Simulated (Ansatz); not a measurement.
System: C11b WSi2. Method: r²SCAN+SOC in Ansatz (plane waves, PAW).

Run with plane-wave cutoff 560 eV, 24×24×24 k mesh, Fermi–Dirac smearing 0.05 eV, PAW data made under PBE.

The volume scan:

```json
[
 {"V (Å³/atom)": "12.872", "E − E_lowest (meV/atom)": "16.69", "P (GPa)": "10.35"},
 {"V (Å³/atom)": "13.140", "E − E_lowest (meV/atom)": "4.02", "P (GPa)": "4.89"},
 {"V (Å³/atom)": "13.408", "E − E_lowest (meV/atom)": "0.00", "P (GPa)": "0.00"},
 {"V (Å³/atom)": "13.676", "E − E_lowest (meV/atom)": "3.74", "P (GPa)": "-4.39"},
 {"V (Å³/atom)": "13.944", "E − E_lowest (meV/atom)": "14.45", "P (GPa)": "-8.34"}
]
```

Task: Fit the third-order Birch–Murnaghan equation and give B0 and B′.

Result: V0 = 13.408 Å³/atom, B0 = 232 GPa, B′ = 4.4 (fit to the energies at full precision).

Shape and atoms are relaxed at each volume.

Note: the bulk modulus comes from volumes at which shape and atoms were relaxed.

Static lattice: no zero-point or thermal effects.

Ansatz is a quantum-chemistry and plane-wave program.
